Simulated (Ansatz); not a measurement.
The reference is ZnSe in the zinc blende structure (space group F-43m, No. 216; a = 5.633 Å).

Level of theory: plane-wave PAW DFT at the PBEsol level (Ansatz, a program for electronic structure, 420 eV), no spin-orbit coupling.

Before the change:

* **Electron mass**: 0.091 mₑ (at Γ)
* **Hole mass**: 0.096, 0.58, 0.58 mₑ (at Γ)
* **Valley order**: Γ 1.24 eV; L along ⟨111⟩ 2.48 eV

Now apply this change: the cell is scaled by 1.0200 in all directions; the atoms relax in the strained cell.

Question: How does this affect the electron mass?

Answer: The electron mass goes from 0.091 mₑ (at Γ) to 0.080 mₑ (at Γ).

Question: Predict the new hole mass.

Answer: The hole mass (degenerate bands, along [100]) goes from 0.096, 0.58, 0.58 mₑ (at Γ) to 0.083, 0.63, 0.63 mₑ (at Γ).

Question: What happens to the mean gap deformation potential ΔEg/Δln V?

Answer: The mean gap deformation potential ΔEg/Δln V comes out as -3.9 eV.

Question: Predict the new valley order.

Answer: The valley order (the lowest conduction-band minima on the path, energy above the VBM, named in the base's zone) goes from Γ 1.24 eV; L along ⟨111⟩ 2.48 eV to Γ 1.01 eV; L along ⟨111⟩ 2.38 eV.

Masses are band curvatures over ±0.01 Å⁻¹ around the edge. Whether these cells are dynamically stable was not tested.
